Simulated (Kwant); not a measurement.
Device: In0.53Ga0.47As/In0.52Al0.48As stack with 1 barrier. One parabolic valley. Leads of mass 0.041 mₑ with the band edge at 0; grid 0.1 nm; bias swept from 0.0208 to 0.44254 V, dropping linearly over the stack. Emitter Fermi level 0.037 eV, 77 K, equal in the collector.

```
layer  thickness (nm)  band offset (eV)  mass (mₑ)
-----  --------------  ----------------  ---------
1                 1.9              0.52      0.075
```

Constants are typed, rounded textbook-type inputs, not results; the design itself was drawn at random and stands for no fabricated device.

Computed with Kwant: one-band effective-mass tight-binding model in one dimension, coherent, no space charge, current by the Tsu-Esaki formula.

Task: Tabulate J (A/cm²) against bias (V).

Result: 
```tsv
bias (V)	J (A/cm²)
0.02080	10500
0.05595	17400
0.09109	20700
0.1262	23300
0.1614	25500
0.1965	27600
0.2317	29500
0.2668	31300
0.3020	33000
0.3371	34700
0.3723	36400
0.4074	38100
0.4425	39800
```
